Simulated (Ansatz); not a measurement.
Consider AlN in the wurtzite structure (space group P6_3mc, No. 186).

```
CELL_PARAMETERS angstrom
      3.13023     0.00000     0.00000
     -1.56512     2.71086     0.00000
      0.00000     0.00000     5.01801
ATOMIC_POSITIONS crystal
  Al 0.33333 0.66667 0.00023
  Al 0.66667 0.33333 0.50023
  N  0.33333 0.66667 0.38177
  N  0.66667 0.33333 0.88177
```

Method: PBE (Ansatz, a first-principles code), spin-orbit coupling left out.

For the base:

The volume per atom is 10.65 Å³ and the band gap is 4.03 eV.

Modification: a hydrostatic pressure of 9 GPa.

How does this affect the volume per atom?

The volume per atom drops by 0.45 Å³ to 10.20 Å³.

Predict the new band gap.

The band gap goes up by 0.36 eV, from 4.03 eV to 4.39 eV.

Load acts through the strain it causes; cell and atoms are relaxed under it. Stability against distortions was not tested. Tetrahedral semiconductors of this kind turn to denser phases somewhere between about 1 and 50 GPa; those were not computed, so compressed cells here can lie past the real transition.
